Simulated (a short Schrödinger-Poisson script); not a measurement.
**MOS inversion layer, SiO2 on p-type Si(100)**

Stack: MOS inversion layer, SiO2 on p-type Si(100), at 300 K.

| layer | material | thickness (nm) | Na (cm⁻³) |
|---|---|---|---|
| 1 | SiO2 | 2.8 | - |
| 2 | Si | 260 | 2.7e18 |

The device is made up for the run: typed textbook-type constants, with dimensions and the other settings drawn at random. SiO2: permittivity 3.9, conduction-band edge (eV) 3.15, gap (eV) 9, electron mass (mₑ) 0.5. Si: permittivity 11.7, conduction-band edge (eV) 0, gap (eV) 1.124, Nv at 300 K (cm⁻³) 3.1e19.

Channel valleys (confinement mass, in-plane density-of-states mass, number): Δ2 0.916, 0.19, 2; Δ4 0.19, 0.417, 4. At the gate the conduction-band edge of layer 1 lies 3.56 eV − eVg above the Fermi level of the channel; the field vanishes at the back. Gaps are held at their typed values at every temperature. Mesh 0.03 nm at interfaces.

From a short Schrödinger-Poisson script (our own, NumPy): 1D Poisson equation in equilibrium, electrons quantum, Hartree (BenDaniel-Duke, 12 states a valley, the channel's in-plane mass for all, wave functions free to enter the dielectric), parabolic valleys, classical holes, full ionisation, no traps, pinning or gate leakage.

```csv
Vg (V),electrons (cm⁻²),C (μF/cm²),Δ2 E0 (meV),Δ2 E1 (meV),Δ4 E0 (meV),Δ4 E1 (meV)
0.9,6.32e6,0.366,351.8,459.2,427.5,601.1
1,8.19e7,0.356,285.1,396.0,362.9,542.7
1.1,1.10e9,0.349,217.6,331.7,297.3,483.0
1.2,1.47e10,0.378,150.3,267.6,231.9,423.1
1.3,1.34e11,0.595,92.6,212.7,175.9,371.8
1.4,4.93e11,0.838,57.8,180.3,142.6,341.6
1.5,1.00e12,0.948,38.0,162.7,124.2,325.3
1.6,1.58e12,0.999,24.6,151.3,112.1,315.0
1.7,2.20e12,1.03,14.5,143.2,103.2,307.6
1.8,2.83e12,1.05,6.2,136.8,96.2,302.0
1.9,3.48e12,1.06,-0.9,131.7,90.3,297.4
2,4.13e12,1.07,-7.1,127.3,85.2,293.6
2.1,4.80e12,1.08,-12.8,123.5,80.7,290.3
2.2,5.46e12,1.08,-18.0,120.1,76.6,287.5
2.3,6.14e12,1.09,-22.9,117.1,72.9,284.9
2.4,6.81e12,1.09,-27.4,114.3,69.5,282.6
2.5,7.49e12,1.10,-31.8,111.8,66.2,280.6
2.6,8.17e12,1.10,-35.9,109.5,63.2,278.7
```

Gate voltages with under 1e6 electrons/cm² are left out.

Subbands count from the Fermi level.
